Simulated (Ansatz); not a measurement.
Start from PbSe in the rock salt structure (space group Fm-3m, No. 225; a = 6.178 Å). Axes: x, y, z lie along the cube axes.

Calculations: r2SCAN, PAW, 500 eV (Ansatz, a quantum-chemistry and plane-wave program; scalar-relativistic without spin-orbit coupling).

One thing is altered: the cell is compressed by 2.00 % along z with no lateral relaxation; the atoms relax in the strained cell.

**Question.** Predict the stress tensor and what it implies for the stiffness.

**Answer.** Stress of the strained cell less that of the base (GPa, compression positive):
```
   0.27    0.00    0.00
   0.00    0.27    0.00
   0.00    0.00    2.91
```

Then −Δσ_ii/ε with ε = -0.0200 gives secant stiffness values (nonlinear terms included at this strain): C33 ≈ 146 GPa, C13 ≈ 13 GPa and C23 ≈ 13 GPa.

As a check, the harmonic strain energy −½ V₀ Δσ:ε is 5.4 meV/atom; the computed energy rise is 5.1 meV/atom.

Whether these cells are dynamically stable was not tested.
